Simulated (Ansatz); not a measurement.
## HgTe, response to strain

Take HgTe in the zinc blende structure (space group F-43m, No. 216) as the base.

```yaml
crystal:
  lattice:
    - [0.00000, 3.28639, 3.28639]
    - [3.28639, 0.00000, 3.28639]
    - [3.28639, 3.28639, 0.00000]
  atoms:
    - { symbol: Hg, position: [0.00000, 0.00000, 0.00000] }
    - { symbol: Te, position: [0.25000, 0.25000, 0.25000] }
```

Cartesian axes are those of the cell as printed.

Strains are applied to the cell and any free atomic positions relax.

Calculations: Ansatz (a quantum-chemistry and plane-wave program), r2SCAN, PAW, cutoff 500 eV, spin-orbit coupling left out.

Notes on the quantities. pressure: mean of the normal stresses, compression positive; energy relative to the base: free energy F.

| change | pressure | shortest interatomic distance | energy relative to the base |
|---|---|---|---|
| base | 0.0 GPa | 2.846 Å | 0 meV/atom |
| uniaxial strain ε_zz = −1.50 % | 0.6 GPa | 2.832 Å | +1.3 meV/atom |
| uniaxial strain ε_zz = −1.00 % | 0.4 GPa | 2.837 Å | +0.6 meV/atom |
| uniaxial strain ε_zz = −0.50 % | 0.2 GPa | 2.841 Å | +0.1 meV/atom |

Stability against distortions was not tested. All final runs are without spin polarisation.
